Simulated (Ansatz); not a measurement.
HfO2: pressure series

Start from HfO2 (space group P2_1/c, No. 14; a = 5.096 Å, b = 5.178 Å, c = 5.272 Å, α = 90.00°, β = 99.62°, γ = 90.00°).

Cell and atoms are relaxed at each pressure.

All numbers come from PBEsol (Ansatz, a quantum-chemistry and plane-wave program; PAW; 420 eV plane waves; no spin-orbit coupling), earlier PAW set.

Candidates:
(a) pressure 15 GPa
(b) pressure 30 GPa
(c) pressure 9 GPa
(d) pressure 0.9 GPa
(e) pressure 4.5 GPa

Before the change:

```
Property    Value
--------  -------
Band gap  3.97 eV
```

Task: Order them by band gap, lowest first.

Result: (b) pressure 30 GPa (3.60 eV), (d) pressure 0.9 GPa (3.98 eV), (e) pressure 4.5 GPa (4.10 eV), (c) pressure 9 GPa (4.36 eV), (a) pressure 15 GPa (4.58 eV)

Spin-orbit coupling, missing from the scalar runs, can matter with Hf. Load acts through the strain it causes; cell and atoms are relaxed under it. No phonon test of stability was made. No other phases were tried under pressure. Along this pressure series the structure jumps between pressure 22.5 GPa and pressure 30 GPa; cells beyond that are another form of it.
